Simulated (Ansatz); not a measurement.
Structures of equal composition on the (0001) surface of hcp Co, ferromagnetic: a pseudomorphic layer of Os in the host's stacking; a pseudomorphic layer of Os in the other hollow. The slabs share one bottom face, and each structure is named by its start. These are constructed structures in small cells; real faces may alloy, dewet or reconstruct in larger ones, and not all known structures of the face are among them. Slabs of about 10 Å, Fermi-Dirac smearing of 0.1 eV. Bottom of the slabs: a bare face, its two planes held. Relaxed from the named starts with such symmetry as they have, on meshes of like density; energies extrapolated to zero smearing; spin only where a row says so; no spin-orbit coupling, no U. Brackets mark spin-polarised runs, whose order is one that fits the cell. Where a second, spin-polarised start was run, the lower counts.

These are PBE (plane waves to 420 eV, PAW; Ansatz, an electronic-structure program) values and carry that method's errors.

Question: Put the candidates in order of energy per 1x1 cell, lowest first, for PBE.

Answer: a pseudomorphic layer of Os in the host's stacking (0.000 eV [spin, 9.5 μB a cell]), a pseudomorphic layer of Os in the other hollow (0.030 eV [spin, 9.5 μB a cell])
